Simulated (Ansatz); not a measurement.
Consider interstitial H in rutile-type MgF2, charge state +1. The step: several atoms move together, H the farthest; the atom moves 1.21 Å along (-0.17, -0.04, -0.29) of the unit cell; the moving atom starts with neighbours F at 1.17, F at 1.19 Å and ends with F at 1.13, F at 1.21; Mg at 2.15 Å. DFT values are from Ansatz (plane-wave PAW, 420 eV unless said) in a cell of 72 host sites, spin-restricted, static, with no finite-size correction. The charge state is imposed; whether it is stable for some Fermi level was not computed. Sites that were not tried may lie lower. For the PBE band: the saddle point's order was not checked.

| Level | Forward barrier (eV) | Cost of the band or of the saddle's single point |
|---|---|---|
| CHGNet universal potential (has no charge state), its own band | 0.28 | - |
| PBE, the Γ point alone, band relaxed | 0.26 | very roughly 14 core-minutes |
| PBE, a 2×2×2 k-point mesh shifted by half a step, same geometries | 0.26 | roughly 3 core-minutes |
| r2SCAN at 500 eV, the Γ point alone, same geometries | ___ | roughly 80 core-seconds |

Q: What belongs in the gaps?

A: 
- r2SCAN at 500 eV, the Γ point alone, same geometries, Forward barrier (eV): 0.22

Ansatz is a first-principles code.
